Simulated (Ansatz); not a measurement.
Formation energy of the bound charge states of N interstitial started as a split pair with N in metastable zinc-blende AlN (start: split with N; 64-site cell, 2×2×2 shifted sampling) against the Fermi level, N-rich (Δμ(N) = 0.00 eV; only phases computed here count, gases as isolated molecules at 0 K). Level of theory: PBE, PAW (plane waves to 420 eV; Ansatz, a first-principles code).

Details: 64-site cell; 2×2×2 shifted k-points; host gap 3.31 eV; charged states image-corrected; corrections pass 1 eV, so highly charged states may be off by several tenths; flagged in the runs: a doubtful potential alignment, a strain field that reaches the edge of the cell.

Left out: charge +3 (level within 0.1 eV of a band edge or past it).

| E_F − E_VBM (eV) | q = +2 | q = +1 | q = 0 | q = −1 |
|---|---|---|---|---|
| 0.00 | 3.15 | 3.34 | 4.90 | 7.07 |
| 0.41 | 3.98 | 3.76 | 4.90 | 6.66 |
| 0.83 | 4.80 | 4.17 | 4.90 | 6.24 |
| 1.24 | 5.63 | 4.58 | 4.90 | 5.83 |
| 1.66 | 6.46 | 5.00 | 4.90 | 5.42 |
| 2.07 | 7.29 | 5.41 | 4.90 | 5.00 |
| 2.48 | 8.12 | 5.83 | 4.90 | 4.59 |
| 2.90 | 8.94 | 6.24 | 4.90 | 4.17 |
| 3.31 | 9.77 | 6.65 | 4.90 | 3.76 |

Crossings of the lowest lines: (+2/+1) at 0.19 eV; (+1/0) at 1.55 eV; (0/−1) at 2.18 eV.
